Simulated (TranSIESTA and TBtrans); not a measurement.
System: pyrazine-2,5-diyl held by thiolate S between two Au chains. Leads: straight Au chain, spacing 2.55 Å. Geometry: 12 atoms about the centre moved by SIESTA (PBE, SZP) to a largest force of 0.07 eV/Å, all others as built. Transport runs along z; the first 6 and the last 6 of the 28 atoms are the lead cells, repeated to infinity.

```xyz
28
Lattice="12.019 0.000 0.000 0.000 12.019 0.000 0.000 0.000 51.310" Properties=species:S:1:pos:R:3 pbc="F F T"
Au     6.009     6.009     0.000
Au     6.009     6.009     2.550
Au     6.009     6.009     5.100
Au     6.009     6.009     7.650
Au     6.009     6.009    10.200
Au     6.009     6.009    12.750
Au     6.009     6.009    15.300
Au     6.009     6.009    17.850
Au     5.561     6.245    20.323
S      7.197     5.219    21.504
C      6.523     5.749    23.108
C      5.676     4.817    23.846
N      5.140     5.025    25.097
C      5.494     6.271    25.649
S      4.820     6.801    27.253
C      6.342     7.203    24.911
N      6.877     6.994    23.660
H      5.438     3.802    23.314
H      6.580     8.218    25.442
Au     6.455     5.775    28.435
Au     6.009     6.009    30.910
Au     6.009     6.009    33.460
Au     6.009     6.009    36.010
Au     6.009     6.009    38.560
Au     6.009     6.009    41.110
Au     6.009     6.009    43.660
Au     6.009     6.009    46.210
Au     6.009     6.009    48.760
```

Run with TranSIESTA and TBtrans (open boundaries, self-consistent; PseudoDojo norm-conserving potentials, scalar-relativistic): PAO.BasisSize DZP, PAO.EnergyShift 0.15 eV, XC.Authors PBE, Mesh.Cutoff 150 Ry, ElectronicTemperature 300 K, TS.Voltage 0.0 eV, TBT.Elecs.Eta 0.001 eV, no spin polarisation.

Energies count from the leads' Fermi level. Transmissions are for one spin of a degenerate pair. The energy step is 0.02 eV; narrower resonances are cut or missed.

```tsv
E (eV)	T
-0.20	0.664
-0.16	0.609
-0.12	0.807
-0.08	0.658
-0.04	0.557
0.00	0.465
0.04	0.477
0.08	0.473
0.12	0.469
0.16	0.466
0.20	0.464
```

Give the zero-bias conductance in μS and the resistance at 300 K.

At the Fermi level T = 0.465. Averaged with −∂f/∂E over the full grid (kT = 25.9 meV) it is 0.510. With G0 = 2e²/h = 77.48 μS, G = 39.5 μS and R = 1/G = 25.3 kΩ.

The eigenchannels at the Fermi level transmit 0.465. What Fano factor of the shot noise follows at low temperature and bias?

F = Σ τ(1 − τ)/Σ τ = 0.249/0.465 = 0.53.

The leads' channel count changes near -0.01 eV, within the thermal window, so values at the Fermi level hang on where that band edge falls. The leads are straight chains one atom wide, held at their spacing: model electrodes, not surfaces. Semilocal functionals put molecular levels too close to the Fermi level and tend to overestimate such conductances.
